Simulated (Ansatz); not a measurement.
An ideal cubic perovskite cell is held by its symmetry; such compounds can tilt or shift off centre at room temperature.

Given:

```yaml
crystal:
  lattice:
    - [4.08783, 0.00000, 0.00000]
    - [0.00000, 4.08783, 0.00000]
    - [0.00000, 0.00000, 4.08783]
  atoms:
    - { symbol: Ba, position: [0.50000, 0.50000, 0.50000] }
    - { symbol: Ti, position: [0.00000, 0.00000, 0.00000] }
    - { symbol: O, position: [0.50000, 0.00000, 0.00000] }
    - { symbol: O, position: [0.00000, 0.50000, 0.00000] }
    - { symbol: O, position: [0.00000, 0.00000, 0.50000] }
```

Space group of this cell: Pm-3m, cubic perovskite. The cell is strained (all lengths scaled by 1.02); by r2SCAN its mean pressure is -10.8 GPa.

Transport runs along the normal of the first two printed cell vectors, the (001) plane of the conventional cell.

The gap is the functional's own. No spin-orbit coupling. Mid-gap values are interpolated on the energy grid.

Q: State the band gap and the smallest decay constant κ at mid-gap according to r2SCAN in Ansatz (a first-principles code).

A: Gap 2.00 eV on a 8×8×8 mesh; κ = 0.245 1/Å, at the zone centre.
